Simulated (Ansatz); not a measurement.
Base system: InSb in the zinc blende structure (space group F-43m, No. 216; a = 6.635 Å).

Levels (all Ansatz, an electronic-structure program, PAW): PBE (420 eV, spin-orbit coupling left out); r2SCAN (500 eV, scalar-relativistic without spin-orbit coupling).

The geometry is relaxed with PBE.

```
Item            Value
------------  -------
PBE pressure  0.0 GPa
```

Problem. How does going to r2SCAN change the pressure?

Solution. The pressure goes from zero to -1.4 GPa.

Single points use the geometry relaxed with PBE. Their cutoffs differ, which shifts pressures a little. No phonon test of stability was made. All final runs are without spin polarisation.
